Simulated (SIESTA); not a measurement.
SIESTA run on MgCo4O8 (R-3m, 13 atoms in the cell): self-consistent single point.

Level of theory: GGA PBEsol, numerical atomic orbitals DZP, PseudoDojo PBEsol standard norm-conserving potentials (rewritten from UPF to PSML) (SIESTA 5.4.2).

The change in words: opposed starting moments; Spin: default → polarized. Reference geometry:
```
Mg(CoO2)4
1.0
    2.81073     1.62278     4.89061
   -2.81073     1.62278     4.89061
    0.00000    -3.24555     4.89061
Mg Co O
1 4 8
Cartesian
  0.00000   0.00000   7.33591
  0.00000   1.62278   4.89061
 -1.40536  -0.81139   4.89061
  1.40536  -0.81139   4.89061
  0.00000   0.00000   0.00000
  0.00000   1.58718   8.77833
  0.00000  -1.58718   5.89349
 -1.37454  -0.79359   8.77833
  1.37454   0.79359   5.89349
  1.37454  -0.79359   8.77833
 -1.37454   0.79359   5.89349
  0.00000   0.00000   3.97311
  0.00000   0.00000  10.69871
```

Reference input (self-consistent single point, DFT, GGA PBEsol, numerical atomic orbitals DZP, PseudoDojo PBEsol standard norm-conserving potentials (rewritten from UPF to PSML)): XC.functional = GGA; XC.authors = PBEsol; potentials = PseudoDojo PBEsol standard; PAO.BasisSize = DZP; PAO.EnergyShift = 0.005 Ry; MeshCutoff = 400 Ry; kgrid.MonkhorstPack = 4 4 4; OccupationFunction = FD; ElectronicTemperature = 1160.45 K; MaxSCFIterations = 150; SCF.Mixer.Method = Broyden; SCF.Mixer.Weight = 0.2. This run's input differs from it in these lines:

```diff
@@ -46,2 +46,18 @@
 ElectronicTemperature        1160.45 K
+Spin                         polarized
+%block DM.InitSpin
+  1 +0.00
+  2 +3.00
+  3 -3.00
+  4 +3.00
+  5 -3.00
+  6 +0.00
+  7 +0.00
+  8 +0.00
+  9 +0.00
+  10 +0.00
+  11 +0.00
+  12 +0.00
+  13 +0.00
+%endblock DM.InitSpin
```

Output (repeated stretches shortened):

```
        iscf     Eharris(eV)        E_KS(eV)     FreeEng(eV)     dDmax    Ef(eV) dHmax(eV)
   scf:    1   -21545.592466   -21747.895816   -21748.307455  0.845387 -2.662511 28.244753
     spin moment: {S} , |S| = {        0.0        0.0   -0.28987 }    -0.28987
   scf:    2   -21814.039093   -21825.268884   -21825.688111  0.449927 -5.847840 11.997108
     spin moment: {S} , |S| = {        0.0        0.0   -0.54721 }    -0.54721
   scf:    3   -21689.973108   -21787.591317   -21787.841764  0.585299 -5.393457 40.012338
     spin moment: {S} , |S| = {        0.0        0.0   -2.30390 }    -2.30390
   [... lines left out ...]
     spin moment: {S} , |S| = {        0.0        0.0    0.84221 }     0.84221
   scf:  148   -21830.358625   -21830.358464   -21830.688912  0.000450 -5.959017  0.034622
     spin moment: {S} , |S| = {        0.0        0.0    0.84667 }     0.84667
   scf:  149   -21830.358660   -21830.358563   -21830.688947  0.000330 -5.959000  0.036088
     spin moment: {S} , |S| = {        0.0        0.0    0.84970 }     0.84970
   scf:  150   -21830.359788   -21830.359227   -21830.689122  0.002646 -5.958774  0.071789
     spin moment: {S} , |S| = {        0.0        0.0    0.87096 }     0.87096
SCF_NOT_CONV: SCF did not converge in maximum number of steps (required).
SCF_NOT_CONV: SCF did not converge in maximum number of steps (required).
Geom step, scf iteration, dDmax, dHmax:    0   150      0.002646     0.005276
Geom step, scf iteration, dDmax, dHmax:    0   150      0.002646     0.005276

ABNORMAL_TERMINATION
ABNORMAL_TERMINATION
Stopping Program from Node:    0
Stopping Program from Node:    0
```

The run ended unconverged after 150 iterations.  The full log also holds: “initDM: WARNING: atom 1 has a closed-shell and cannot be polarized”.

The starting cell comes from a database of computed structures (which also holds hypothetical and non-ambient phases and stackings), without a prior relaxation at this level. Values carry the incompleteness of an atom-centred basis.

Cost on one core of a shared machine: roughly 20 min.
